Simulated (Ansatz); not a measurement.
For CdO (model structure, started from the h-BN type, P6₃/mmc, No. 194, 4 atoms in the cell), PBEsol in Ansatz (plane waves, PAW) gives:

- lattice constant a = 3.847 Å
- lattice parameter c = 4.732 Å
- formation enthalpy = -1.038 eV/atom

Q: What does PBE-D3(BJ) (plane waves, PAW; Ansatz, a first-principles code) give for the same quantities?

A: 
- lattice constant a: 3.870 Å (goes up by 0.6 %)
- lattice parameter c: 4.791 Å (rises by 1.2 %)
- formation enthalpy: -1.031 eV/atom (moves by +0.007 eV/atom)

Changes are worked out from the printed values.

Unless a cell is named, each level is at its own relaxed cell (PBEsol 15.16, PBE-D3(BJ) 15.54 Å³/atom).

Ansatz's density-functional and Hartree–Fock values are scalar-relativistic unless marked +SOC, with PAW data made under PBE.

A model structure was made by putting elements into a prototype or built by hand; it is no filed structure, need not be a known phase, and can be a saddle point held by its symmetry.
